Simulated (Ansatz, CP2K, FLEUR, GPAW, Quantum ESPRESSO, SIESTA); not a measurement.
# NiPbF₆ (R-3, 8 atoms in the cell) computed with different codes at matched settings

Self-consistent single point, at a second geometry (lattice scaled by 0.98). First geometry:

```yaml
crystal:
  lattice:
    - [2.58187, 1.49064, 4.80734]
    - [-2.58187, 1.49064, 4.80734]
    - [0.00000, -2.98129, 4.80734]
  atoms:
    - { symbol: Ni, position: [0.00000, 0.00000, 0.00000], spin: 2.0 }
    - { symbol: Pb, position: [0.50000, 0.50000, 0.50000] }
    - { symbol: F, position: [0.39328, 0.08912, 0.76111] }
    - { symbol: F, position: [0.60672, 0.91088, 0.23889] }
    - { symbol: F, position: [0.76111, 0.39328, 0.08912] }
    - { symbol: F, position: [0.23889, 0.60672, 0.91088] }
    - { symbol: F, position: [0.08912, 0.76111, 0.39328] }
    - { symbol: F, position: [0.91088, 0.23889, 0.60672] }
```
(The spins are starting values, not results.)

Shared settings, as Ansatz (a first-principles code) writes them: kpoints.mp_grid.grid = 3 3 3; scf.occupations.method = fermi_dirac; scf.occupations.width = 0.02 eV. Potentials and cutoffs stand in the table.

```json
[
 {"code": "SIESTA", "model": "GGA PBEsol, numerical atomic orbitals TZP, PseudoDojo PBEsol standard norm-conserving potentials (rewritten from UPF to PSML)", "ΔF from the first geometry (meV/atom)": "-19.9", "pressure (GPa)": "-0.30", "largest force (eV/Å)": "0.782", "gap on the mesh (eV)": "0.322", "size of the net moment (μB/atom)": "0.25", "cutoff": "grid 300 Ry"},
 {"code": "Ansatz", "model": "PBEsol, PAW files made with PBE", "ΔF from the first geometry (meV/atom)": "-5.9", "pressure (GPa)": "1.66", "largest force (eV/Å)": "0.387", "gap on the mesh (eV)": "–", "size of the net moment (μB/atom)": "0.25", "cutoff": "default"},
 {"code": "GPAW", "model": "PBEsol, GPAW PAW datasets PBEsol (made by gpaw-setup)", "ΔF from the first geometry (meV/atom)": "-3.7", "pressure (GPa)": "–", "largest force (eV/Å)": "0.197", "gap on the mesh (eV)": "0.329", "size of the net moment (μB/atom)": "0.25", "cutoff": "900 eV"},
 {"code": "FLEUR", "model": "PBEsol, all-electron FLAPW (FLEUR), scalar-relativistic valence", "ΔF from the first geometry (meV/atom)": "-11.2", "pressure (GPa)": "–", "largest force (eV/Å)": "–", "gap on the mesh (eV)": "0.380", "size of the net moment (μB/atom)": "0.25", "cutoff": "Kmax 4.7 1/bohr"},
 {"code": "CP2K", "model": "PBEsol, GPW, DZVP-MOLOPT-SR-GTH basis, GTH-PBE potentials (GTH_POTENTIALS)", "ΔF from the first geometry (meV/atom)": "0.9", "pressure (GPa)": "3.70", "largest force (eV/Å)": "0.615", "gap on the mesh (eV)": "0.373", "size of the net moment (μB/atom)": "0.25", "cutoff": "grid 600 Ry"},
 {"code": "Quantum ESPRESSO", "model": "PBEsol, PseudoDojo standard norm-conserving (PBESOL) pseudopotentials", "ΔF from the first geometry (meV/atom)": "-7.4", "pressure (GPa)": "1.74", "largest force (eV/Å)": "0.374", "gap on the mesh (eV)": "0.348", "size of the net moment (μB/atom)": "0.25", "cutoff": "100 Ry"}
]
```

For Ansatz (by 0.4 GPa) the energy change implies a higher mean pressure, against the two pressures, than for the other programs: a sign of finite-basis (Pulay) stress.

A dash marks a value that a program does not give, or that is left out as unsure.

No gap is tabulated for Ansatz: it is not read from that output, or partly filled or unconverged empty levels leave it unsure.

Gaps are read on the mesh.

On Ansatz's run: spin-orbit coupling is off. With one magnetic atom in the cell only a parallel order is possible.

The spread over the programs that give each value: ΔF from the first geometry within 20.8 meV/atom; pressure within 4.00 GPa; largest force within 0.585 eV/Å; gap on the mesh within 0.058 eV; size of the net moment within 0.00 μB/atom.

SIESTA and CP2K use small atom-centred bases, whose incompleteness enters pressures, forces and empty levels differently from a plane-wave cutoff. FLEUR treats all electrons, but the usual bases taken here (sphere radii, linearisation, local orbitals, empty states) were not tested for convergence, so the values are no reference for the others. Ansatz's pressure is given at a fixed set of plane waves, as the other plane-wave codes print theirs; with its correction for the finite basis it is 2.11 GPa (the shift of 0.45 GPa shows how far the cutoff is from converged). The pressure of GPAW is left out: its cutoff lies under the one at which its stress was checked. In the pressure, SIESTA (by 2.00) and CP2K (by 2.00) lie more than 1 GPa from the median of the plane-wave programs. In the force vectors, SIESTA (by 0.413), GPAW (by 0.198) and CP2K (by 0.313) lie more than 0.08 eV/Å from the median of the plane-wave programs.

The shared mesh is coarse (it stands for a supercell whose shortest vector is 15 Å), so the values are not converged in it.

The starting cell comes from a database of computed structures (which also holds hypothetical and non-ambient phases and stackings), without a prior relaxation at this level. Its lattice was rescaled by a random factor within 2.5 % of one. For this run, on top of that: lattice scaled by 0.98.

Left out of this page: Elk (not drawn, or without a comparable value).

Keys are those of Ansatz 0.2.
